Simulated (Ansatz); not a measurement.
Take AlN in the wurtzite structure (space group P6_3mc, No. 186; a = 3.130 Å, c = 5.018 Å) as the base. Axes: x lies along a and z along c of the hexagonal cell.

(Cell as relaxed with PBE.)

Levels (all Ansatz, a first-principles code, PAW): PBE (420 eV, without spin-orbit coupling); r2SCAN (500 eV, no spin-orbit coupling).

Each level relaxes its own structure.

```
base                      PBE    r2SCAN
-------------------  --------  --------
volume per atom      10.65 Å³  10.40 Å³
lattice parameter a   3.130 Å   3.107 Å
band gap              4.03 eV   4.88 eV
```

One thing is altered: uniaxial strain ε_zz = −4.66 %, all other strain components held at zero; the atoms relax in the strained cell.

```tsv
quantity	PBE	r2SCAN
stress (xx, yy, zz, yz, xz, xy; compression positive)	(5.85, 5.85, 15.87, 0.00, 0.00, 0.00) GPa	(withheld)
band gap	4.15 eV	(withheld)
energy relative to the base (free energy F)	+25 meV/atom	(withheld)
hole mass	0.25 mₑ along z, 2.9 mₑ across (at Γ)	(withheld)
```

**Question.** What does r2SCAN give?

**Answer.** 
- stress (xx, yy, zz, yz, xz, xy; compression positive), r2SCAN: (6.34, 6.34, 17.24, 0.00, 0.00, 0.00) GPa
- band gap, r2SCAN: 5.00 eV
- energy relative to the base (free energy F), r2SCAN: +27 meV/atom
- hole mass, r2SCAN: 0.27 mₑ along z, 2.8 mₑ across (at Γ)

PBE's band gap lies 0.85 eV below r2SCAN's; PBE's energy relative to the base lies 1.6 meV/atom below r2SCAN's. Neither level is exact; r2SCAN is the comparison here, not a measurement.

Masses are band curvatures over ±0.01 Å⁻¹ around the edge. Whether these cells are dynamically stable was not tested.
